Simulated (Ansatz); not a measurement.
KZnF3: energy against volume

KZnF3 (cubic perovskite, Pm-3m, 13.308 Å³/atom and stress up to 0.01 GPa in the relaxed cell, cube axes along x, y and z) under hydrostatic pressure, with the cell free. PBEsol in Ansatz, a plane-wave DFT program (PAW, default set), 420 eV, 8×8×8 Γ-centred mesh, Fermi-Dirac smearing 0.05 eV; ions are relaxed, or left where forces stay under 0.02 eV/Å, within the symmetry of each cell.

Here V stands for volume and E for E less E0.

```
volume (Å³/atom)  E less E0 (meV/atom)  pressure (GPa)
----------------  --------------------  --------------
13.6671                           2.27           -1.99
13.4805                           0.58           -0.99
13.3084                           0.00            0.01
13.2601                           0.06            0.30
13.1959                           0.29            0.70
13.0725                           1.12            1.50
12.8571                           4.11            2.99
12.5973                          10.54            4.99
12.3073                              ?               ?
```

Using the third-order Birch-Murnaghan form, a cubic in V^(-2/3), estimate the missing E at V = 12.3073 from the other rows, showing the fit.

With u = V^(-2/3) - 0.1793, the rows have u = -0.0043627, -0.0027521, -0.0012333, -0.0008011, -0.0002227, 0.0009025, 0.0029096, 0.0054063. Least squares gives E = 0.393 + 586.8·u + 235816·u² + 524547·u³. Residuals (row less fit): -0.008, 0.027, -0.027, -0.014, 0.016, 0.005, 0.000, -0.001; standard error 0.022 (degrees of freedom: 4). Its minimum lies at u = -0.0012494, so V0 = (0.1780506)^(-3/2) = 13.31. There d²E/du² = 467700 and d³E/du³ = 3147000, so B0 = (4/9) × 13.31^(-7/3) × 467700 × 0.160218 = 79.3 GPa (the last factor turns the table's units into GPa), and B0' = 4 + (2/3) × 0.1780506 × (3147000)/467700 = 4.8. B0' rests on the cubic coefficient alone and has a standard error of 0.5 from these residuals. At the withheld row, u = 0.0082965, so E = 0.393 + 586.8 × 0.0082965 + 235816 × 0.0082965² + 524547 × 0.0082965³ = 21.793 meV/atom. The calculation gives 21.86 meV/atom, 0.067 meV/atom above the prediction (0.3 % of the range of E in the table). The row lies outside the fitted rows, so this is an extrapolation. From the scatter of the fitted rows alone, a prediction at this place has a standard error of 0.129 meV/atom, so the miss is 0.5 times that.

The primitive cell can neither tilt nor turn polar against its symmetry, as such crystals can under strain. Other structures, which can take over under pressure, weren't tried. The same form fitted to the pressure column gives B0' = 4.7; series where the two differ by over 0.4 aren't shown. Rows are the converged runs of the series near zero and its far end, less any whose ions stayed unrelaxed beside relaxed ones; series whose fitted rows scatter by over a few per cent of the range, as at a crossing or softening among them, aren't shown in this form.
